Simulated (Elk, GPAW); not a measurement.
An Elk input for a self-consistent single point of FeNi3 (Pm-3m, 4 atoms in the cell) (DFT, PBE, all-electron FP-LAPW, Elk's shipped species files, default APW+lo basis):

```
tasks
  0

xctype
  20

spinpol
  .true.

reducebf
  0.7

rmtscf
  0.94

nempty
  10

swidth
  0.00367493

maxscl
  100

avec
    6.7836538045    0.0000000000    0.0000000000
    0.0000000000    6.7836538045    0.0000000000
    0.0000000000    0.0000000000    6.7836538045

atoms
  2
  'Fe.in'
  1
  0.0000000000  0.0000000000  0.0000000000    0.0 0.0 -1.0
  'Ni.in'
  3
  0.0000000000  0.5000000000  0.5000000000    0.0 0.0 -0.5
  0.5000000000  0.0000000000  0.5000000000    0.0 0.0 -0.5
  0.5000000000  0.5000000000  0.0000000000    0.0 0.0 -0.5

ngridk
  9 9 9
```

Q: Give the GPAW input for the same structure, mesh, smearing and functional.

A: This is the input that was run; spellings and numerical settings could be chosen otherwise.

```python
from ase import Atoms
from ase.units import GPa
from gpaw import GPAW, PW, FermiDirac

atoms = Atoms(['Fe', 'Ni', 'Ni', 'Ni'],
              cell=[[3.589755, 0.000000, 0.000000],
                    [0.000000, 3.589755, 0.000000],
                    [0.000000, 0.000000, 3.589755]],
              positions=[[0.000000, 0.000000, 0.000000],
                         [0.000000, 1.794877, 1.794877],
                         [1.794877, 0.000000, 1.794877],
                         [1.794877, 1.794877, 0.000000]],
              pbc=True)

atoms.set_initial_magnetic_moments([4.0, 2.0, 2.0, 2.0])

calc = GPAW(spinpol=True,
            mode=PW(850),
            xc='PBE',
            kpts=(9, 9, 9),
            occupations=FermiDirac(0.1),
            nbands=-10,
            convergence={'forces': 0.001},
            symmetry={'symmorphic': False, 'tolerance': 0.0005},
            maxiter=150)

atoms.calc = calc

energy = atoms.get_potential_energy()
print('Energy (eV):', round(energy, 6))
forces = atoms.get_forces()
print('Forces (eV/Ang):')
print(forces.round(5))
stress = atoms.get_stress()
print('Stress (GPa, Voigt):', (stress / GPa).round(4))
```

Basis settings and potentials, where a program has them, do not carry over. This input uses DFT PBE, plane waves, GPAW PAW datasets PBE (gpaw-data 1.0.1). Both were run: size of the net moment 1.22 μB/atom in Elk and 1.22 in GPAW.

On Elk: the starting cell comes from a database of computed structures (which also holds hypothetical and non-ambient phases and stackings), without a prior relaxation at this level. Its lattice was rescaled by a random factor within 2.5 % of one. The magnetic order is the one reached from the typed start; others were not searched systematically. Values depend on the basis (sphere radii, cutoffs, local orbitals), which need not be converged.

On GPAW: the starting cell comes from a database of computed structures (which also holds hypothetical and non-ambient phases and stackings), without a prior relaxation at this level. Its lattice was rescaled by a random factor within 2.5 % of one. The magnetic order is the one reached from the typed start; others were not searched systematically. With a pressure of about -5 GPa the cell is away from its equilibrium volume at this level.
